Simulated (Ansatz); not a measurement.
**A constructed model of the (111) surface of fcc Ag, (√3x√3)R30° layer of Sn, one a cell, in the other hollow (bottom of the slab: a bare face, its two planes held)**

These are PBE (plane waves to 420 eV, PAW; Ansatz, a quantum-chemistry and plane-wave program) values and carry that method's errors.

Set-up: 19 atoms, 14.4 Å thick at the start; mesh 9x9x1; 0.1 eV smearing; dipole correction on; 6 atoms held, the rest relaxed; symmetry of the start imposed; no spin, no spin-orbit, no U. In PBE it is, or lies within 0.01 eV a 1x1 cell of, the lowest of the 2 structures of its composition computed so far; larger cells were not tried.

- work function of the top face = 4.19 eV
- energy released by relaxation = 0.12 eV
- cost = around 8 core-minutes (rough)
